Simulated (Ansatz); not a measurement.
Consider Mg in the hcp (Mg type) structure (space group P6_3/mmc, No. 194; a = 3.1663 Å, c = 5.1882 Å).

The values are results of PBEsol (Ansatz, a first-principles code), no spin-orbit coupling, earlier PAW set, not measurements.

Base values:

```
Property               Value
-------------------  -------
Lattice parameter a  3.166 Å
Band gap                zero
```

Perturbation: full substitution Mg → Be, then cell and atoms are relaxed.

Q: How does this affect the lattice parameter a and band gap?

A: The lattice parameter a decreases by 0.909 Å, from 3.166 Å to 2.257 Å; the band gap stays zero.

No phonon test of stability was made.
